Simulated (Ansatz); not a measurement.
## MoSi2: strain along the normal

MoSi2 (MoSi2 type, I4/mmm, 13.581 Å³/atom and stress up to 0.01 GPa in the relaxed cell, c along z) under an equal strain ε in the (001) plane with the normal axis free, as in a coherent film. PBE in Ansatz, a plane-wave DFT program (PAW, default set), 420 eV, 25×25×25 Γ-centred mesh, Fermi-Dirac smearing 0.10 eV; ions are relaxed, or left where forces stay under 0.02 eV/Å, within the symmetry of each cell.

Here s stands for strain and y for normal strain.

| strain (%) | normal strain (%) |
|---|---|
| -1.50 | 0.58 |
| -1.00 | 0.38 |
| -0.50 | 0.18 |
| 0.00 | 0.00 |
| 0.50 | -0.18 |
| 1.00 | -0.35 |
| 1.50 | -0.51 |
| 3.00 | ? |

Question: Fit y against s with a straight line, and predict the withheld value at s = 3.00.

Answer: Means: s 0, y 0.014. About the means, the sum of products is -2.5450 and the sum of squares of s is 7.0000; the slope is their ratio. Least squares gives y = 0.014 - 0.3636·s. Residuals (row less fit): 0.021, 0.002, -0.016, -0.014, -0.012, 0.000, 0.021; standard error 0.017 (degrees of freedom: 5). The slope, about -0.36, is the elastic response of the normal axis, −2C13/C33. At the withheld row, y = 0.014 - 0.3636 × 3.0 = -1.077%. The calculation gives -0.96%, 0.117% above the prediction (7.6 % of the range of y in the table). The row lies outside the fitted rows, so this is an extrapolation. From the scatter of the fitted rows alone, a prediction at this place has a standard error of 0.027%, so the miss is 4.3 times that.

A polynomial of degree 2 through the 12 other runs of the series gives -0.94 there, so most of the miss is curvature that the fit leaves out. In a metal these values are sensitive to mesh and smearing; energies are taken to zero smearing, stresses follow the free energy. Rows are the converged runs of the series near zero and its far end; series whose fitted rows scatter by over a few per cent of the range, as at a crossing or softening among them, aren't shown in this form, nor equations of state whose B0' disagrees with the runs' pressures. Most that stay on the fit to the last digits aren't either.
